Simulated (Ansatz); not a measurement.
## How far to go with the k-point mesh at a smearing width of 0.02 eV: Bi (R-3m, 2 atoms in the cell)

```yaml
crystal:
  lattice:
    - [4.14499, -2.26363, 0.00000]
    - [4.14499, 2.26363, 0.00000]
    - [2.90880, 0.00000, 3.72073]
  atoms:
    - { symbol: Bi, position: [0.23824, 0.23824, 0.23824] }
    - { symbol: Bi, position: [0.76600, 0.76600, 0.76600] }
```

Level of theory: PBEsol, default PAW files made with PBE (plane waves; Ansatz, a first-principles code).

Base settings: basis.ecutwfc = 420 eV; kpoints.mp_grid.grid = 9 9 9; hamiltonian.xc = pbesol; hamiltonian.pseudopotentials = {kind: paw} (the program's default PAW files); scf.occupations.method = gaussian; scf.occupations.width = 0.1 eV.

In this ladder: scf.occupations.width = 0.02 eV.

Only quantities that move along the ladder and can be compared are tabulated.

The count of work is k-points × plane waves × bands × iterations; it is no time. 

The starting cell has typed, rounded lattice constants, without a prior relaxation at this level. Its lattice was rescaled by up to half a per cent. One atom was moved a little off its site on purpose. Ansatz's pressure includes its estimate of the finite-basis (Pulay) stress.

Steps (kpoints.mp_grid.grid): 3 3 3; 4 4 4; 5 5 5; 6 6 6; 7 7 7; 8 8 8; 10 10 10; 12 12 12; 14 14 14; 17 17 17; 21 21 21.

Problem. What is the coarsest kpoints.mp_grid.grid that holds the free energy within 5 meV/atom of the last step, with all finer ones?

Solution. 10 10 10, at 0.13 of the last step's count of work; the step before is off by 5.6 meV/atom.

Problem. What is the coarsest kpoints.mp_grid.grid that holds the forces within 0.02 eV/Å of the last step, with all finer ones?

Solution. 10 10 10, at 0.13 of the last step's count of work; the step before is off by 0.056 eV/Å.

Problem. What is the coarsest kpoints.mp_grid.grid that holds the pressure within 0.1 GPa of the last step, with all finer ones?

Solution. 8 8 8, at 0.073 of the last step's count of work; the step before is off by 0.14 GPa.

| kpoints.mp_grid.grid | free energy less the last step's (meV/atom) | pressure (GPa) | largest difference of a force vector from the last step's (eV/Å) | count of work / last |
|---|---|---|---|---|
| 3 3 3 | -75.00 | -0.78 | 0.172 | 0.0067 |
| 4 4 4 | -23.59 | -0.67 | 0.268 | 0.015 |
| 5 5 5 | -21.96 | -0.75 | 0.154 | 0.021 |
| 6 6 6 | -11.24 | -0.54 | 0.117 | 0.036 |
| 7 7 7 | -13.70 | -0.62 | 0.028 | 0.049 |
| 8 8 8 | -5.63 | -0.55 | 0.056 | 0.073 |
| 10 10 10 | -4.00 | -0.54 | 0.017 | 0.13 |
| 12 12 12 | -2.20 | -0.51 | 0.007 | 0.25 |
| 14 14 14 | -1.24 | -0.50 | 0.001 | 0.38 |
| 17 17 17 | -0.48 | -0.49 | 0.004 | 0.55 |
| 21 21 21 | 0.00 | -0.49 | 0.000 | 1.0 |

Keys are those of Ansatz 0.2.
